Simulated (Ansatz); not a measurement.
# How the enthalpy of formation of GaP (model structure, started from the h-BN type, P6₃/mmc, No. 194, 4 atoms in the cell) moves with the method

No measured value is used here.

| level (code) | value (eV/atom) |
|---|---|
| PBE (Ansatz) | -0.069 |
| PBEsol (Ansatz) | -0.051 |
| PBE-D3(BJ) (Ansatz) | -0.050 |

PBE, PBEsol, PBE-D3(BJ): an element's reference phase differs from the standard state of thermochemical tables. Each level is taken at its own relaxed cell. Ansatz's density-functional and Hartree–Fock values are scalar-relativistic unless marked +SOC, with PAW data made under PBE.

A model structure was made by putting elements into a prototype or built by hand; it is no filed structure, need not be a known phase, and can be a saddle point held by its symmetry.

Ansatz is a quantum-chemistry and plane-wave program.
